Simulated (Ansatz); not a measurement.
How the smallest direct gap on the k points sampled of LaTiO2N (P2₁, No. 4, 20 atoms in the cell; start mp-775918) moves with the method

No measured value is used here.

```csv
level (code),value (eV),cell (Å³/atom)
LDA (Ansatz),1.16,11.76
PBEsol (Ansatz),1.25,12.06
PBEsol+SOC (Ansatz),1.24,12.06
r²SCAN (Ansatz),___,12.31
r²SCAN+rVV10 (Ansatz),1.53,12.21
```

### Question
Fill in the missing entries.

### Answer

- r²SCAN (Ansatz, an electronic-structure program), value (eV): 1.58

Computed values are for a static lattice. Spin–orbit coupling is included only where a level's name says +SOC; with heavier elements it mostly lowers gaps and can invert bands.  Values are at the level's own equilibrium cell; PBEsol+SOC at the PBEsol cell. Cutoffs differ between the levels. Ansatz's density-functional and Hartree–Fock values are scalar-relativistic unless marked +SOC, with PAW data made under PBE.

A start named mp-… is a Materials Project structure, which need not be a measured phase.
